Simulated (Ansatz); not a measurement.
Start from BaS in the rock salt structure (space group Fm-3m, No. 225; a = 6.331 Å).

Computed with PBEsol in Ansatz (plane waves to 420 eV, PAW, without spin-orbit coupling).

For the base:

```
Item                                             Result
-----------------------------  ------------------------
Width of the top valence band                   1.08 eV
Pressure                                       0.01 GPa
Band gap                                        2.04 eV
Hole mass                      0.21, 2.6, 2.6 mₑ (at Γ)
```

Now apply this change: an isotropic linear strain of −1.50 %; the atoms relax in the strained cell.

Question: How does this affect the energy relative to the base?

Answer: The energy grows by 9.9 meV/atom.

Question: What does the calculation give for the width of the top valence band after the change?

Answer: The width of the top valence band rises by 0.087 eV (1.08 eV → 1.16 eV).

Question: What does the calculation give for the pressure after the change?

Answer: The pressure goes up by 2.336 GPa, from 0.01 GPa to 2.34 GPa.

Question: What does the calculation give for the band gap after the change?

Answer: The band gap shrinks by 0.084 eV, from 2.04 eV to 1.95 eV.

Question: Estimate the effect on the hole mass.

Answer: The hole mass (degenerate bands, along [100]) becomes 0.20, 2.6, 2.6 mₑ (at Γ) (base: 0.21, 2.6, 2.6 mₑ (at Γ)).

Masses are band curvatures over ±0.01 Å⁻¹ around the edge. Semilocal Kohn–Sham gaps tend to fall short of experiment. Whether these cells are dynamically stable was not tested.

Ansatz is a program for electronic structure.
